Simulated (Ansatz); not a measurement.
Li on the (0001) surface of 4H silicon carbide (H on every top atom; a constructed slab, bottom: 1 H on 1 bottom sites), one in a cell of 33 Å², energies for each. Energies are against an atom of bcc Li, without zero-point or thermal terms; each row is named by its start.

Host crystal: 4H silicon carbide, with a band gap (PBE, scalar-relativistic without spin-orbit coupling).

Calculation: PBE (plane waves to 420 eV, PAW; Ansatz, a quantum-chemistry and plane-wave program).

Slab: 41 atoms, 10.8 Å thick at the start with caps and adatoms under the adsorbate (thin: gaps and levels are the slab's own); k 4x4x1, smearing 0.01 eV, dipole-corrected; 20 atoms held, the rest relaxed; each run with such symmetry as its start has; spin-polarised, no spin-orbit, no U, no dispersion correction.

A negative adsorption energy means that the adsorbate is more stable on the surface than in its reference. Starts that drift may end in the same place. Heights count from the host atoms within 0.3 Å of the top one. Moments of ungapped slabs depend on the mesh.

```json
[
 {"starting site": "top H", "E_ads (eV)": "1.47", "height (Å)": "1.87", "nearest host atom (Å)": "H 1.89", "bonded to": "H", "change of the vacuum step (eV)": "-0.67", "lateral drift (Å)": "0.0", "moment (μB)": "0.2"},
 {"starting site": "hollow H-H-H over C at depth 2.1 Å", "E_ads (eV)": "1.20", "height (Å)": "0.77", "nearest host atom (Å)": "H 1.92", "bonded to": "3 H", "change of the vacuum step (eV)": "-0.89", "lateral drift (Å)": "0.0", "moment (μB)": "0.6"},
 {"starting site": "hollow H-H-H over C at depth 7.2 Å", "E_ads (eV)": "1.24", "height (Å)": "0.93", "nearest host atom (Å)": "H 1.95", "bonded to": "3 H", "change of the vacuum step (eV)": "-0.76", "lateral drift (Å)": "0.0", "moment (μB)": "0.5"},
 {"starting site": "bridge H-H (span 3.1 Å)", "E_ads (eV)": "1.20", "height (Å)": "0.77", "nearest host atom (Å)": "H 1.92", "bonded to": "3 H", "change of the vacuum step (eV)": "-0.90", "lateral drift (Å)": "0.9", "moment (μB)": "0.6"}
]
```
